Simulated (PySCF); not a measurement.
PySCF 2.14.0, PBE0/def2-svpd, df: W(NMe)(S)(OH)2 (C[N]=[W]([OH])([OH])=[S]), 11 atoms. The geometry is a generated start, not checked to be a minimum at this level.

| Quantity | Result |
|---|---|
| task | energy |
| method | pbe0 |
| basis | def2-svpd |
| two-electron scheme | density fitting |
| mol.max_memory | 3000 MB |
| mf.max_cycle | 100 |
| mf.conv_tol | 1e-09 (default) |
| mf.grids.level | 3 (default) |
| effective core potentials | those of the basis set, past Kr |
| basis functions | 188 |
| grid points | 148416 |

```xyz
11

W      0.1917     0.4789     0.9786
N     -0.1059    -0.2917    -0.5967
C     -0.1059    -0.9448    -1.8589
H      0.9140    -1.2586    -2.1195
H     -0.7476    -1.8341    -1.8414
H     -0.4723    -0.2725    -2.6440
S      2.3663     0.4133     1.2685
O     -0.2384     2.3056     0.9105
H     -0.4296     3.1893     0.5800
O     -0.5218    -0.5353     2.3816
H     -0.8505    -1.2501     2.9412
```

Charge 0 and multiplicity 1 are set for this test and not shown to be the ground state.

With the defaults (mf.DIIS = CDIIS, mf.diis = true, mf.damp = 0, mf.diis_start_cycle = 1, mf.init_guess = minao, mf.diis_space = 8, mf.level_shift = 0) it converges in 15 Fock builds. One run each on 2 threads, 1 BLAS thread, with these changes:
- mf.diis_space = 12
- mf.DIIS = EDIIS
- mf.init_guess = 1e
- mf.diis_space = 5
- mf.damp = 0.3, mf.diis_start_cycle = 4
- mf.level_shift = 1 Hartree
- mf.init_guess = atom
- mf.DIIS = ADIIS
- mf.diis = false

Which runs fail or end elsewhere than the default run?

No convergence: mf.DIIS = EDIIS; mf.diis = false (the run ends without SCF convergence in 100 cycles). The rest reach the solution of the defaults.

| setting | Fock builds | end |
|---|---|---|
| the defaults | 15 | same solution |
| mf.init_guess = atom | 15 | same solution |
| mf.diis_space = 12 | 15 | same solution |
| mf.diis_space = 5 | 17 | same solution |
| mf.damp = 0.3, mf.diis_start_cycle = 4 | 20 | same solution |
| mf.init_guess = 1e | 22 | same solution |
| mf.DIIS = ADIIS | 27 | same solution |
| mf.level_shift = 1 Hartree | 47 | same solution |
| mf.DIIS = EDIIS | 101 | no convergence |
| mf.diis = false | 101 | no convergence |
